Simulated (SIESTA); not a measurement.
Checking a run of SIESTA on NaGa3 (P1, 4 atoms in the cell). The aim is a self-consistent single point with DFT, LDA PW92, numerical atomic orbitals DZP, PseudoDojo LDA standard norm-conserving potentials (rewritten from UPF to PSML).

Input as run:

```
# files in the folder: Na.psml Ga.psml (PseudoDojo LDA standard)
SystemName  NaGa3
SystemLabel siesta

NumberOfAtoms                4
NumberOfSpecies              2
%block ChemicalSpeciesLabel
  1 11 Na
  2 31 Ga
%endblock ChemicalSpeciesLabel
LatticeConstant              4.275340 Ang
%block LatticeVectors
     1.000000000    0.000000000    0.000000000
     0.000000000    1.000000000    0.000000000
     0.000000000    0.000000000    1.000000000
%endblock LatticeVectors
AtomicCoordinatesFormat      Ang
%block AtomicCoordinatesAndAtomicSpecies
    -0.019093668    0.023869223   -0.006840544  1
     0.025395520    2.116250547    2.134514799  2
     2.141406647   -0.001090212    2.156853451  2
     2.127631502    2.136310442   -0.009183430  2
%endblock AtomicCoordinatesAndAtomicSpecies

XC.functional                LDA
XC.authors                   PW92
PAO.BasisSize                DZP
PAO.EnergyShift              0.005 Ry
MeshCutoff                   300 Ry
%block kgrid.MonkhorstPack
    6   0   0  0.0
    0   6   0  0.0
    0   0   6  0.0
%endblock kgrid.MonkhorstPack
OccupationFunction           FD
ElectronicTemperature        1000.0 meV

MaxSCFIterations             150
SCF.Mixer.Method             Pulay
SCF.Mixer.Weight             0.25
SCF.Mixer.History            8
SCF.DM.Tolerance             1.0E-04
Diag.ParallelOverK           true
WriteForces                  true
```

Log, with long lists cut:

```
reinit: Reading from file input.fdf

reinit: System Name: NaGa3
reinit: System Label: siesta

coor:   Atomic-coordinates input format  =     Cartesian coordinates
coor:                                          (in Angstroms)

siesta: Atomic coordinates (Bohr) and species
   [... lines left out ...]
diag: Absolute tolerance                            =  0.100E-15
diag: Orthogonalization factor                      =  0.100E-05
diag: Memory factor                                 =  1.0000

superc: Internal auxiliary supercell:     5 x     5 x     5  =     125
superc: Number of atoms, orbitals, and projectors:    500   7875   7750

                        Single-point calculation

superc: Internal auxiliary supercell:     5 x     5 x     5  =     125
superc: Number of atoms, orbitals, and projectors:    500   7875   7750

outcell: Unit cell vectors (Ang):
        4.275340    0.000000    0.000000
        0.000000    4.275340    0.000000
        0.000000    0.000000    4.275340

outcell: Cell vector modules (Ang)   :    4.275340    4.275340    4.275340
outcell: Cell angles (23,13,12) (deg):     90.0000     90.0000     90.0000
outcell: Cell volume (Ang**3)        :     78.1469
new_DM -- step:     1
Initializing Density Matrix...

Attempting to read DM from file... Failed...
DM filled with atomic data:

InitMesh: MESH = 48 x 48 x 48 = 110592
InitMesh: Mesh cutoff (required, used) =   300.000   348.372 Ry

stepf: Fermi-Dirac step function
        iscf     Eharris(eV)        E_KS(eV)     FreeEng(eV)     dDmax    Ef(eV) dHmax(eV)
   scf:    1    -7460.877953    -7470.873964    -7475.728959  0.779119 -4.840104  2.349332
   scf:    2    -7471.095627    -7470.988077    -7475.849419  0.160691 -4.897032  1.593215
   scf:    3    -7471.120233    -7471.064942    -7475.939391  0.250799 -5.001685  0.197093
   scf:    4    -7471.063031    -7471.064061    -7475.939737  0.009718 -4.998683  0.033199
   scf:    5    -7471.064885    -7471.064484    -7475.939774  0.007577 -4.994394  0.018041
   scf:    6    -7471.064208    -7471.064348    -7475.939784  0.003042 -4.995608  0.003740
   scf:    7    -7471.064409    -7471.064378    -7475.939785  0.000618 -4.995206  0.000598
   scf:    8    -7471.064392    -7471.064385    -7475.939785  0.000113 -4.995195  0.000612
   scf:    9    -7471.064376    -7471.064380    -7475.939785  0.000066 -4.995213  0.000183
SCF Convergence by DM+H criterion
max |DM_out - DM_in|         :     0.0000658506
max |H_out - H_in|      (eV) :     0.0001833253
SCF cycle converged after 9 iterations

Using DM_out to compute the final energy and forces

siesta: E_KS(eV) =            -7471.0644

siesta: E_KS - E_eggbox =     -7471.0644

siesta: Atomic forces (eV/Ang):
     1    0.036006   -0.106387    0.049950
     2   -0.019745    0.081918   -0.015964
     3   -0.019219   -0.023363   -0.055865
     4    0.005103    0.046436    0.021644
   Tot    0.002145   -0.001396   -0.000235
   Max    0.106387
   Res    0.049288    sqrt( Sum f_i^2 / 3N )
   Max    0.106387    constrained

Stress tensor Voigt[x,y,z,yz,xz,xy] (kbar):       -4.79       -4.60       -4.83       -0.01       -0.15        0.04
   [... lines left out ...]
siesta: FreeEng =     -7475.939785
   [... lines left out ...]
siesta:     0.000026   -0.002874   -0.000005
siesta:    -0.000092   -0.000005   -0.003017

siesta: Cell volume =         78.146939 Ang**3

siesta: Pressure (static):
siesta:                Solid            Molecule  Units
siesta:           0.00003223          0.00002838  Ry/Bohr**3
siesta:           0.00295914          0.00260552  eV/Ang**3
siesta:           4.74105716          4.17450354  kBar
```

Task: Is this run sound? If not, what is wrong?

Result: The run is not sound. The fault is a smearing width that is far too large. A width of many tenths of an electronvolt moves electrons far across the Fermi level or the gap, and the free energy and its derivatives carry a large smearing term. To fix it, use a width small against the gap or band features. The run converged in 9 iterations without an error; against the sound input the free energy falls by 625 meV/atom, the pressure goes from -3.27 to 0.47 GPa and the largest force stays at 0.123 eV/Å.

The sound input it was made from differs as follows (other fixes are possible):
```diff
-ElectronicTemperature        1000.0 meV
+ElectronicTemperature        136.0 meV
```

With that input, the run converged in 8 iterations: free energy E − TS -7473.4405 eV; Fermi level (on the code's own zero) -4.95 eV; pressure -3.27 GPa; largest force (vector length) 0.123 eV/Å (DFT, LDA PW92, numerical atomic orbitals DZP, PseudoDojo LDA standard norm-conserving potentials (rewritten from UPF to PSML)).

On the sound input: the starting cell comes from a database of computed structures (which also holds hypothetical and non-ambient phases and stackings), without a prior relaxation at this level. Its atoms were displaced at random from the sites of space group no. 221. Values carry the incompleteness of an atom-centred basis. With a pressure of about -3 GPa the cell is away from its equilibrium volume at this level.
